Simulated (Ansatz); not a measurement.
We consider ZrSeS (P3m1, No. 156, 3 atoms in the cell; start mp-1215215), described by PBEsol (Ansatz, a first-principles code, PAW).

Numerical settings: plane-wave cutoff 520 eV, 12×12×6 k mesh (along the axes of the cell as run), Fermi–Dirac smearing 0.01 eV, scalar-relativistic PAW data made under PBE.

Cell (relaxed at this level):

```cif
data_SSeZr
_chemical_formula_sum 'Zr1 Se1 S1'
_space_group_name_H-M_alt 'P3m1'
_space_group_IT_number 156
_space_group_name_Hall 'P 3 -2"'
_cell_length_a 3.67816
_cell_length_b 3.67816
_cell_length_c 6.02358
_cell_angle_alpha 90.000
_cell_angle_beta 90.000
_cell_angle_gamma 120.000
loop_
_atom_site_label
_atom_site_type_symbol
_atom_site_symmetry_multiplicity
_atom_site_Wyckoff_symbol
_atom_site_fract_x
_atom_site_fract_y
_atom_site_fract_z
_atom_site_occupancy
Zr1 Zr 1 a 0.00000 0.00000 0.01326 1
Se1 Se 1 c 0.66667 0.33333 0.74135 1
S1 S 1 b 0.33333 0.66667 0.24539 1
```

Problem. Predict the band gap.

Solution. 
- band gap = 0.37 eV (on the SCF k mesh)

Note: the relaxation could not lower the start's symmetry, so the cell can be a saddle point above a distorted one; the cell has widely spaced layers and the level no dispersion term, so their spacing and the moduli can rest on weak binding.

Spin–orbit coupling is not included.

Static lattice: no zero-point or thermal effects.

A start named mp-… is a Materials Project structure, which need not be a measured phase.
